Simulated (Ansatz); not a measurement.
Al2O3 (Cmc2₁, No. 36, 10 atoms in the cell; start mp-754401; a measured phase of this formula has another space group) was calculated with LDA in Ansatz (PAW).

Settings: plane-wave cutoff 520 eV, 8×8×8 k mesh, Fermi–Dirac smearing 0.01 eV, scalar-relativistic PAW data made under PBE.

Cell (relaxed at this level):

Al2O3 is taken in the orthorhombic space group Cmc2₁ (No. 36), Pearson symbol oS20. Lattice parameters: a = 9.6356 Å, b = 5.4680 Å, c = 4.8898 Å, α = β = γ = 90.00°. Al on 8b has 1 O at 1.674 Å and 3 O at 1.775–1.790 Å (tetrahedral). O1 on 4a has 2 Al at 1.674 Å (bent). O2 on 8b is surrounded by 3 Al at 1.775–1.790 Å (trigonal planar). (Neighbours: up to the widest gap in distance over summed covalent radii, below 1.35, at either atom; cation-cation and far metal-metal contacts left out.)
(The calculation used a cell of 10 atoms; values per cell refer to that cell.)

Problem. Estimate the band gap that the calculation returns.

Solution. 
- band gap: 4.28 eV (on the SCF k mesh)

Note: the relaxation could not lower the start's symmetry, so the cell can be a saddle point above a distorted one.

Computed values are for the static lattice.

Computing time: about 2.7 core-minutes (a rough figure).

A start named mp-… is a Materials Project structure, which need not be a measured phase.

Ansatz is a first-principles code.
